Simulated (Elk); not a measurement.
A self-consistent single point of Ca (Fm-3m, 1 atom in the cell) with Elk.

Method of the run: PBEsol, all-electron FP-LAPW, Elk's shipped species files, LAPW+lo basis in Elk 10.2.4.

```
Ca
1.0
    0.00000     2.79837     2.79837
    2.79837     0.00000     2.79837
    2.79837     2.79837     0.00000
Ca
1
Direct
  0.00000   0.00000   0.00000
```

Reference input (self-consistent single point, DFT, PBEsol, all-electron FP-LAPW, Elk's shipped species files, LAPW+lo basis): xctype = 22; rgkmax = 8; stype = 3; swidth = 0.00367493 Ha; ngridk = 5 5 5; gmaxvr = 16 1/bohr; nxoapwlo = 1. This run's input differs from it in these lines:

```diff
@@ -19,3 +19,3 @@
 swidth
-  0.00367493
+  0.0110248
 
@@ -33,3 +33,3 @@
 ngridk
-  5 5 5
+  14 14 14
```

Log, with long lists cut:

```
│ Self-consistent loop started │
│ Loop number : 1 │
 total energy                :     -680.731647355
│ Loop number : 2 │
 total energy                :     -680.718234305
RMS change in Kohn-Sham potential (target) :   0.2989293973     (  0.1000000000E-05)
Absolute change in total energy (target)   :   0.1341304954E-01 (  0.1000000000E-03)
│ Loop number : 3 │
 total energy                :     -680.172727736
RMS change in Kohn-Sham potential (target) :   0.1660439251     (  0.1000000000E-05)
Absolute change in total energy (target)   :   0.5488598318     (  0.1000000000E-03)
│ Loop number : 4 │
   [... lines left out ...]
Absolute change in total energy (target)   :   0.9888886602E-03 (  0.1000000000E-03)
│ Loop number : 11 │
 total energy                :     -679.578054382
RMS change in Kohn-Sham potential (target) :   0.1623725103E-05 (  0.1000000000E-05)
Absolute change in total energy (target)   :   0.2564922609E-03 (  0.1000000000E-03)
│ Loop number : 12 │
 total energy                :     -679.578050347
RMS change in Kohn-Sham potential (target) :   0.1682661805E-06 (  0.1000000000E-05)
Absolute change in total energy (target)   :   0.6815828863E-04 (  0.1000000000E-03)
Convergence targets achieved

│ Loop number : 13 │

Energies :
 Fermi                       :     0.107305281925
 total energy                :     -679.578049292

Density of states at Fermi energy :    33.12603275
 (states/Hartree/unit cell)

Estimated indirect band gap :   0.2871202650E-03
 from k-point    101 to k-point     38
Estimated direct band gap   :   0.4634998404E-02
 at k-point     92

Charges :
 core                        :    10.00000000
 valence                     :    10.00000000
 interstitial                :    1.896023440
 muffin-tins (core leakage)
  species :    1 (Ca)
   atom    1                 :    18.10397656     (  0.1960256846E-07)
 total in muffin-tins        :    18.10397656
 total calculated charge     :    20.00624242
 total charge                :    20.00000000
 error                       :   0.6242421458E-02

│ Self-consistent loop stopped │
```

The run converged in 13 iterations. The count includes the last loop, which Elk runs after its targets are met. Against the reference run the free energy falls by 166 meV/atom. The full log also holds: “Warning(occupy): not enough empty states for k-point N”.

The starting cell has typed, rounded lattice constants, without a prior relaxation at this level. Its lattice was rescaled by up to half a per cent. Values depend on the basis (sphere radii, cutoffs, local orbitals), which need not be converged. The log's line on a gap gives a spacing of levels on this mesh, which the program prints for metals too.
